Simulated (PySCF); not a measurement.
PySCF 2.14.0, WB97X/def2-svp, df: Sn(Br)2(OEt)(NH2) (CC[O][Sn]([NH2])([Br])[Br]), 14 atoms. The geometry is a generated start, not checked to be a minimum at this level.

```json
{
  "task": "energy",
  "method": "wb97x",
  "basis": "def2-svp",
  "two_electron_scheme": "density fitting",
  "mol.max_memory": "3000 MB",
  "mf.max_cycle": "100",
  "mf.conv_tol": "1e-09 (default)",
  "mf.grids.level": "3 (default)",
  "effective_core_potentials": "those of the basis set, past Kr",
  "basis_functions": "181",
  "grid_points": "187688"
}
```

```xyz
14

C     -2.4445     0.6751     0.0190
C     -1.1946     0.0192     0.5955
O     -0.3117    -0.1659    -0.4790
Sn     1.5542    -0.8938    -0.3645
N      2.8468     0.6826    -0.0192
Br     1.9726    -2.1091    -2.5232
Br     1.7311    -2.4357     1.5914
H     -2.8741     0.0364    -0.7451
H     -3.1702     0.8262     0.8135
H     -2.1885     1.6302    -0.4292
H     -0.7555     0.6701     1.3622
H     -1.4582    -0.9414     1.0560
H      3.7787     0.4940    -0.3725
H      2.5139     1.5121    -0.5050
```

With the defaults (mf.diis = true, newton = off, mf.damp = 0, mf.diis_start_cycle = 1, mf.diis_damp = 0, mf.init_guess = minao, mf.level_shift = 0, mf.diis_space = 8, mf.DIIS = CDIIS) it converges in 15 Fock builds. One run each on 2 threads, 1 BLAS thread, with these changes:
- mf.damp = 0.7, mf.diis_start_cycle = 8
- mf.diis_damp = 0.3
- mf.init_guess = mod_huckel
- mf.damp = 0.3, mf.diis_start_cycle = 4
- mf.diis_space = 5
- newton = Hessian by the SCF's own integrals
- mf.diis = false
- mf.level_shift = 0.3 Hartree
- mf.DIIS = EDIIS

Question: Name the settings that don't reach the solution of the defaults.

Answer: No convergence: mf.diis = false (the run ends without SCF convergence in 100 cycles). The rest reach the solution of the defaults.

```csv
setting,Fock builds,end
mf.init_guess = mod_huckel,14,same solution
the defaults,15,same solution
mf.diis_damp = 0.3,15,same solution
"mf.damp = 0.3, mf.diis_start_cycle = 4",16,same solution
mf.diis_space = 5,16,same solution
"mf.damp = 0.7, mf.diis_start_cycle = 8",18,same solution
mf.level_shift = 0.3 Hartree,19,same solution
newton = Hessian by the SCF's own integrals,48,same solution
mf.DIIS = EDIIS,75,same solution
mf.diis = false,101,no convergence
```

Under newton the count holds the products with the orbital Hessian.
